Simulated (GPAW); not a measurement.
Input and output of a self-consistent single point for Ir (Fm-3m, 1 atom in the cell) (GPAW).

Method of the run: PBE, GPAW PAW datasets PBE (gpaw-data 1.0.1) (plane waves; GPAW).

The change in words: lattice scaled by 0.98. Reference geometry:
```xyz
1
Lattice="0.0000 1.9705 1.9705 1.9705 0.0000 1.9705 1.9705 1.9705 0.0000" Properties=species:S:1:pos:R:3 pbc="T T T"
Ir     0.0000     0.0000     0.0000
```

Reference input (self-consistent single point, DFT PBE, plane waves, GPAW PAW datasets PBE (gpaw-data 1.0.1)): mode = pw; ecut = 550 eV; xc = PBE; kpts = 12 12 12; mesh shift (steps) = 0 0 0; occupations.name = fermi-dirac; occupations.width = 0.05 eV; nbands = -9; symmetry.symmorphic = false; symmetry.tolerance = 0.0005; maxiter = 100. This run's input differs from it in these lines:

```diff
@@ -5,5 +5,5 @@
 atoms = Atoms(['Ir'],
-              cell=[[0.000000, 1.970514, 1.970514],
-                    [1.970514, 0.000000, 1.970514],
-                    [1.970514, 1.970514, 0.000000]],
+              cell=[[0.000000, 1.931104, 1.931104],
+                    [1.931104, 0.000000, 1.931104],
+                    [1.931104, 1.931104, 0.000000]],
               scaled_positions=[[0.000000, 0.000000, 0.000000]],
```

Output (repeated stretches shortened):

```
     iter     time        total  log10-change:
                         energy   eigst   dens
iter:   1 --:--:--    -9.461604
iter:   2 --:--:--    -9.452906   -1.80  -1.53
iter:   3 --:--:--    -9.449836   -2.22  -1.55
iter:   4 --:--:--    -9.403500   -3.39  -1.92
iter:   5 --:--:--    -9.417986   -2.34  -2.10
iter:   6 --:--:--    -9.412420   -3.66  -2.43
iter:   7 --:--:--    -9.412644c  -4.91  -2.98
iter:   8 --:--:--    -9.412650c  -4.87  -3.24
iter:   9 --:--:--    -9.412651c  -6.08  -4.40c
iter:  10 --:--:--    -9.412651c  -7.76c -4.47c
Converged after 10 iterations.

Dipole moment: (0.000000, 0.000000, -0.000000) |e|*Ang

Energy contributions relative to reference atoms: (reference = -484484.849336)

Kinetic:         +3.094250
Potential:       -2.970921
External:        +0.000000
XC:              -9.325877
Entropy (-ST):   -0.004887
Local:           -0.207660
SIC:             +0.000000
--------------------------
Free energy:     -9.415095
Extrapolated:    -9.412651

Showing only first 2 kpts
 Kpt  Band  Eigenvalues  Occupancy
  0     5     10.78082    2.00000
  0     6     10.78082    2.00000
  0     7     13.38158    2.00000
  0     8     13.38158    2.00000

  1     5     11.00507    2.00000
  1     6     11.00507    2.00000
  1     7     13.03578    2.00000
  1     8     13.49875    2.00000

Fermi level: 14.57663

No gap
No difference between direct/indirect transitions
Energy (eV): -9.412651

Forces in eV/Ang:
  0 Ir   -0.00000   -0.00000    0.00000

Stress tensor:
    -0.003279     0.000000     0.000000
     0.000000    -0.003279    -0.000000
     0.000000    -0.000000    -0.003279
Stress (GPa, Voigt): [-0.5254 -0.5254 -0.5254 -0.      0.      0.    ]
```

The run converged in 10 iterations. GPAW prints stress with tension positive. Against the reference run the free energy drops by 49.9 meV/atom and the pressure goes from -17.77 to 0.53 GPa.

The starting cell comes from a database of computed structures (which also holds hypothetical and non-ambient phases and stackings), without a prior relaxation at this level. Its lattice was rescaled by a random factor within 2.5 % of one. For this run, on top of that: lattice scaled by 0.98. Spin polarisation is off.
